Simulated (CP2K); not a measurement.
Band structure of LiCuS2 (Pnnm, 8 atoms in the cell).

```
LiCuS2
1.0
    5.96554     0.00000     0.00000
    0.00000     6.65461     0.00000
    0.00000     0.00000     3.37499
Li Cu S
2 2 4
Direct
  0.00000   0.50000   0.50000
  0.50000   0.00000   0.00000
  0.00000   0.00000   0.00000
  0.50000   0.50000   0.50000
  0.18406   0.85406   0.50000
  0.81594   0.14594   0.50000
  0.68406   0.64594   0.00000
  0.31594   0.35406   0.00000
```

Method of the run: PBEsol, GPW, DZVP-MOLOPT-SR-GTH basis, GTH-PBE potentials (GTH_POTENTIALS) (CP2K).

Settings: CUTOFF = 600 Ry; REL_CUTOFF = 50 Ry; KPOINTS/SCHEME = MONKHORST-PACK 3 3 5; XC_FUNCTIONAL = PBE:PBESOL; Li/BASIS_SET = DZVP-MOLOPT-SR-GTH; Li/POTENTIAL = GTH-PBE-q3; Cu/BASIS_SET = DZVP-MOLOPT-SR-GTH; Cu/POTENTIAL = GTH-PBE-q11; S/BASIS_SET = DZVP-MOLOPT-SR-GTH; S/POTENTIAL = GTH-PBE-q6; METHOD = GPW; EPS_DEFAULT = 1e-10; EXTRAPOLATION = USE_GUESS; NGRIDS = 5.

The starting cell comes from a database of computed structures (which also holds hypothetical and non-ambient phases and stackings), without a prior relaxation at this level. Values carry the incompleteness of an atom-centred basis. The potentials were made for another functional than the one used.

Question: Predict the gap along the standard path and the places of the band edges.

Answer: The gap along the path is 0.55 eV, from Γ to a point between Γ and X; the smallest direct gap on it is 1.01 eV.

Levels in eV from the top of the valence band on the SCF mesh, bands 23 to 27:
```
point     23     24     25     26    27
-----  -----  -----  -----  -----  ----
Γ      -0.81  -0.14  -0.01   0.00  1.51
X      -1.42  -1.42  -0.81  -0.81  0.59
S      -1.23  -1.23  -0.89  -0.89  1.33
Y      -0.67  -0.67  -0.21  -0.21  1.48
Z      -1.23  -1.23  -0.18  -0.18  1.57
U      -1.59  -1.59  -0.64  -0.64  1.32
R      -1.01  -1.01  -0.90  -0.90  0.66
T      -0.85  -0.85  -0.45  -0.45  1.44
```

Higher empty bands are left out: an atom-centred basis made for the valence describes them poorly.
